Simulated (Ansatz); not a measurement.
**CdS: element substitutions**

Take CdS in the zinc blende structure (space group F-43m, No. 216; a = 5.9271 Å) as the base.

Each row replaces one element on all its sites; cell and atoms are relaxed.

Level of theory: PBE (Ansatz, a quantum-chemistry and plane-wave program, PAW, no SOC), earlier PAW set.

```json
[
 {"variant": "base", "band gap": "1.04 eV", "shortest interatomic distance": "256.7 pm"},
 {"variant": "Cd → Zn", "band gap": "2.01 eV", "shortest interatomic distance": "235.7 pm"},
 {"variant": "S → Se", "band gap": "0.49 eV", "shortest interatomic distance": "268.3 pm"},
 {"variant": "S → Si", "band gap": "(withheld)", "shortest interatomic distance": "(withheld)"}
]
```

### Question
What belongs in the blanks?

### Answer

- S → Si, band gap: zero
- S → Si, shortest interatomic distance: 260.7 pm

Whether these cells are dynamically stable was not tested. As relaxed here, CdSi is a hypothetical phase, not in the database extracts checked. The final runs are not spin-polarised.
